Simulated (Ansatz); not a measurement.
Consider Ge in the diamond structure (space group Fd-3m, No. 227).

```
CELL_PARAMETERS angstrom
      0.00000     2.81109     2.81109
      2.81109     0.00000     2.81109
      2.81109     2.81109     0.00000
ATOMIC_POSITIONS crystal
  Ge 0.00000 0.00000 0.00000
  Ge 0.25000 0.25000 0.25000
```

Cartesian axes are those of the cell as printed.

Computed with LDA (Ansatz, a first-principles code; PAW; 420 eV plane waves; scalar-relativistic without spin-orbit coupling).

For the base:

```
Item               Result
---------------  --------
Pressure          0.0 GPa
Volume per atom  22.21 Å³
```

Now apply this change: biaxial strain +1.50 %, plane normal [001], relaxed out of plane (Cartesian); in-plane vectors clamped, the third vector and the atoms free.

### Question
How does this affect the pressure?

### Answer
The pressure (mean of the normal stresses, compression positive) goes from zero to -1.2 GPa.

### Question
Predict the new volume per atom.

### Answer
The volume per atom grows by 0.404 Å³, from 22.21 Å³ to 22.62 Å³.

No phonon test of stability was made. Gaps under 0.05 eV, about the width of the smearing, are given as zero.
